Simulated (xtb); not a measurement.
xtb 6.7.1, GFN1-xTB: c1coc(-c2ccc(-c3ccc4c(c3)sc3ccccc34)[se]2)c1, 35 atoms. The geometry is a generated start, not checked to be a minimum at this level.

```
Item                                                                                                            Value
------------------------  -------------------------------------------------------------------------------------------
method                                                                                                       GFN1-xTB
--acc                                                                                                     1 (default)
--etemp (K)                                                                                             300 (default)
detailed input (--input)  none: ANC optimiser, Lindh (1995) Hessian, microcycle=20, maxdispl=1.0, hlow=0.01 (default)
basis functions                                                                                                   128
valence electrons                                                                                                 110
```

The structure is relaxed from this start with --opt LEVEL for the levels crude, sloppy, loose, lax, normal, tight, vtight, extreme, once each. Up to the end of the extreme run atoms move by at most 0.90 Å along an axis.

Choose the cheapest level whose final energy lies within 5 meV of that of extreme.

normal: 38 cycles against 68, ending 0.59 meV above.

```json
[
 {"level": "crude", "cycles": "7", "energy above the extreme run (meV)": "91", "gradient norm (eV/Å)": "0.40"},
 {"level": "sloppy", "cycles": "21", "energy above the extreme run (meV)": "9.2", "gradient norm (eV/Å)": "0.18"},
 {"level": "loose", "cycles": "22", "energy above the extreme run (meV)": "8.6", "gradient norm (eV/Å)": "0.089"},
 {"level": "lax", "cycles": "24", "energy above the extreme run (meV)": "7.4", "gradient norm (eV/Å)": "0.13"},
 {"level": "normal", "cycles": "38", "energy above the extreme run (meV)": "0.59", "gradient norm (eV/Å)": "0.019"},
 {"level": "tight", "cycles": "44", "energy above the extreme run (meV)": "0.21", "gradient norm (eV/Å)": "0.010"},
 {"level": "vtight", "cycles": "63", "energy above the extreme run (meV)": "under 0.01", "gradient norm (eV/Å)": "0.0016"},
 {"level": "extreme", "cycles": "68", "energy above the extreme run (meV)": "—", "gradient norm (eV/Å)": "0.0014"}
]
```
